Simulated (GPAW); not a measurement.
**Equation of state of BaTiO3 (space group 99): energy against volume (GPAW, PBEsol)**

```
BaTiO3
1.0
    3.87415     0.00000     0.00000
    0.00000     3.87415     0.00000
    0.00000     0.00000     3.92270
Ba Ti O
1 1 3
Direct
  0.00000   0.00000   0.00000
  0.50000   0.50000   0.51300
  0.50000   0.50000   0.97700
  0.00000   0.50000   0.48700
  0.50000   0.00000   0.48700
```

Computed with PBEsol, GPAW PAW datasets PBEsol (made by gpaw-setup) (plane waves; GPAW). Settings: mode = pw; ecut = 1040 eV; xc = PBEsol; kpts = 8 8 8; mesh shift (steps) = 0 0 0; occupations.name = fermi-dirac; occupations.width = 0.01 eV; nbands = -8; convergence.forces = 0.001 eV/Å; convergence.bands = -6; symmetry.symmorphic = false; symmetry.tolerance = 0.0005; maxiter = 100. The cell above is the first row's. The rows scale it uniformly. In all rows fractional positions and the k mesh are held. E is the free energy at the stated smearing, counted from the lowest row.

| V (Å^3/atom) | E (meV/atom) |
|---|---|
| 11.775 | ? |
| 12.031 | 23.59 |
| 12.287 | 9.09 |
| 12.543 | 1.46 |
| 12.799 | 0.00 |
| 13.055 | 4.06 |
| 13.311 | 13.07 |
| 13.567 | 26.47 |
| 13.823 | 43.81 |

The 8 complete rows are fitted with the third-order Birch-Murnaghan form, a cubic in V^(-2/3), E against V. With u = V^(-2/3) - 0.182, the rows have u = 0.008458, 0.005803, 0.003239, 0.000761, -0.001636, -0.003956, -0.006203, -0.008381. Least squares gives E = 0.718 - 1287.85·u + 465952·u² + 722449·u³. Residuals (row less fit): -0.006, 0.013, 0.000, -0.008, -0.009, 0.010, 0.007, -0.005; standard error 0.012 (degrees of freedom: 4). Its minimum lies at u = 0.001378, so V0 = (0.183378)^(-3/2) = 12.73. There d²E/du² = 937900 and d³E/du³ = 4335000, so B0 = (4/9) × 12.73^(-7/3) × 937900 × 0.160218 = 176 GPa (the last factor turns the table's units into GPa), and B0' = 4 + (2/3) × 0.183378 × (4335000)/937900 = 4.6. The program's pressures in the fitted runs (not shown) pass through zero at V = 12.73, 0.00 % from this V0.

### Question
What does the fit predict for E at V = 11.775, and how far is the calculated value from it?

### Answer
u = 0.011208, so E = 0.718 - 1287.85 × 0.011208 + 465952 × 0.011208² + 722449 × 0.011208³ = 45.833 meV/atom. The calculation gives 45.79 meV/atom, 0.043 meV/atom below the prediction (0.1 % of the range of E in the table). The row lies outside the fitted rows, so this is an extrapolation. From the scatter of the fitted rows alone, a prediction at this place has a standard error of 0.034 meV/atom, so the miss is 1.3 times that.

Carrying the step between the two nearest rows on in a straight line would have given 38.09, off by 7.70; series whose last step already gives the withheld value aren't shown. The scan was laid around a cell of about the measured size, scaled by a guess for this functional; axis ratios and inner coordinates come from that cell. This is the room-temperature phase, which isn't the ground state. The runs keep the symmetry of the cell, so they don't test it for distortions. Spin-orbit coupling is off. The shape of the cell and the inner coordinates aren't relaxed, so V0 and B0 belong to this uniform scaling; a relaxed crystal lies no higher in energy and is usually softer (forces reach 0.69 eV/Å in these rows). Cutoffs and mesh are single choices, not tested for convergence of this quantity. Series with a scatter that would blur these digits, or in which a gap closes, are not shown. Nor are scans whose minimum lies at an end fitted in this form.
